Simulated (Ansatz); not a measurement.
# WC: energy against volume

WC (WC type, P-6m2, 10.287 Å³/atom and stress up to 0.01 GPa in the relaxed cell, c along z) under hydrostatic pressure, with the cell free. PBEsol in Ansatz, a plane-wave DFT program (PAW, default set), 420 eV, 18×18×16 Γ-centred mesh, Fermi-Dirac smearing 0.05 eV; ions are relaxed, or left where forces stay under 0.02 eV/Å, within the symmetry of each cell.

Here V stands for volume and E for E less E0.

```csv
volume (Å³/atom),E less E0 (meV/atom),pressure (GPa)
10.3378,0.32,-1.99
10.3120,0.08,-0.99
10.2866,0.00,0.00
10.2641,0.06,0.89
10.2343,0.33,2.09
10.1761,1.52,4.49
10.0709,5.93,9.00
9.9392,15.75,15.00
9.6442,?,?
```

Problem. Fit E against V with the third-order Birch-Murnaghan form, a cubic in V^(-2/3), and predict the withheld value at V = 9.6442.

Solution. With u = V^(-2/3) - 0.2126, the rows have u = -0.0018757, -0.0015244, -0.0011771, -0.0008682, -0.0004574, 0.0003507, 0.0018311, 0.0037212. Least squares gives E = 0.900 + 1541.2·u + 657658·u² + 155722·u³. Residuals (row less fit): -0.002, 0.002, 0.003, 0.002, -0.003, -0.001, 0.002, 0.000; standard error 0.003 (degrees of freedom: 4). Its minimum lies at u = -0.0011722, so V0 = (0.2114278)^(-3/2) = 10.29. There d²E/du² = 1314000 and d³E/du³ = 934300, so B0 = (4/9) × 10.29^(-7/3) × 1314000 × 0.160218 = 407 GPa (the last factor turns the table's units into GPa), and B0' = 4 + (2/3) × 0.2114278 × (934300)/1314000 = 4.1. B0' rests on the cubic coefficient alone and has a standard error of 0.2 from these residuals. At the withheld row, u = 0.0081103, so E = 0.900 + 1541.2 × 0.0081103 + 657658 × 0.0081103² + 155722 × 0.0081103³ = 56.741 meV/atom. The calculation gives 56.83 meV/atom, 0.089 meV/atom above the prediction (0.2 % of the range of E in the table). The row lies outside the fitted rows, so this is an extrapolation. The scatter of the fitted rows lies at the last printed digit.

In a metal these values are sensitive to mesh and smearing; energies are taken to zero smearing, stresses follow the free energy. Spin-orbit coupling is left out, which can shift these values for the heavy elements here. Other structures, which can take over under pressure, weren't tried. The same form fitted to the pressure column gives B0' = 4.2; series where the two differ by over 0.4 aren't shown. Rows are the converged runs of the series near zero and its far end, less any whose ions stayed unrelaxed beside relaxed ones; series whose fitted rows scatter by over a few per cent of the range, as at a crossing or softening among them, aren't shown in this form.
